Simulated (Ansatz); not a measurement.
Start from Ba in the bcc (W type) structure (space group Im-3m, No. 229; a = 4.883 Å; relaxed with 0.1 eV smearing).

Level of theory: Ansatz (a first-principles code), PBEsol, PAW, cutoff 420 eV, without spin-orbit coupling.

Base values:

The pressure is 0.0 GPa.

The change: the cell is scaled by 1.0099 in all directions; the atoms relax in the strained cell.

Problem. What happens to the pressure and energy relative to the base?

Solution. The pressure goes from zero to -0.3 GPa; the energy increases by 1.4 meV/atom.

Stability against distortions was not tested. The base started in Cmcm and relaxed to Im-3m at this level.
